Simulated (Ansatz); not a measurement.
## SrGaHO₂ (model structure, started from the SrVO2H type, P4/mmm, No. 123, 5 atoms in the cell): bulk modulus B0 by level of theory

No measured value is used here.

```json
[
 {"level (code)": "LDA (Ansatz)", "value (GPa)": "142", "cell (Å³/atom)": "10.73"},
 {"level (code)": "PBE (Ansatz)", "value (GPa)": "117", "cell (Å³/atom)": "11.57"},
 {"level (code)": "PBEsol (Ansatz)", "value (GPa)": "?", "cell (Å³/atom)": "11.10"},
 {"level (code)": "r²SCAN (Ansatz)", "value (GPa)": "135", "cell (Å³/atom)": "11.17"}
]
```

**Question.** What belongs in the gaps?

**Answer.** 
- PBEsol (Ansatz, a quantum-chemistry and plane-wave program), value (GPa): 130

LDA, PBE, PBEsol, r²SCAN: the bulk modulus is −V dP/dV from two relaxed cells at ±2 % in volume. Each level is taken at its own relaxed cell. Cutoffs differ between the levels. Ansatz's density-functional and Hartree–Fock values are scalar-relativistic unless marked +SOC, with PAW data made under PBE.

A model structure was made by putting elements into a prototype or built by hand; it is no filed structure, need not be a known phase, and can be a saddle point held by its symmetry.
